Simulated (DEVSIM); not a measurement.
System: Mo/Si3N4/p-GaSb capacitor, at 250 K.

| layer (left to right) | material | thickness (nm) | Na (cm⁻³) |
|---|---|---|---|
| 1 | Si3N4 | 3.80 | - |
| 2 | GaSb | 350 | 2.9e18 |

Metal gate on the left, work function 4.6 eV. Fixed charge at the semiconductor interface 0 cm⁻² (in units of +e); interface traps 2.1e11 cm⁻² eV⁻¹, uniform in energy, neutral level at 0.5 of the gap above the valence band.

Constants are typed, rounded textbook-type inputs, not results; the design itself was drawn at random and stands for no fabricated device. Values at 300 K; Nc and Nv go as T^1.5, mobilities as T to minus their exponent, the gap by Varshni's rule with the affinity fixed.

```
parameter         Si3N4     GaSb
----------------  -----  -------
gap (eV)            5.1    0.726
affinity (eV)       2.1     4.06
permittivity        7.5     15.7
Nc (cm⁻³)             -   2.1e17
Nv (cm⁻³)             -   1.8e19
Varshni α (eV/K)      -  0.00042
Varshni β (K)         -      140
```

Simulated with DEVSIM: 1D Poisson equation in equilibrium, Boltzmann statistics, complete ionisation; no quantum confinement or tunnelling. Metal contacts follow the ideal Schottky-Mott rule: no Fermi-level pinning, no interface dipoles.

The gate work function was swept, all else fixed.

```json
[
 {"gate work function (eV)": "4.3", "flat-band voltage (V)": "-0.48"},
 {"gate work function (eV)": "4.45", "flat-band voltage (V)": "-0.33"},
 {"gate work function (eV)": "4.6", "flat-band voltage (V)": "-0.18"},
 {"gate work function (eV)": "4.75", "flat-band voltage (V)": "-0.03"},
 {"gate work function (eV)": "4.9", "flat-band voltage (V)": "0.12"}
]
```

From the first row to the last the flat-band voltage goes from -0.48 to 0.12.
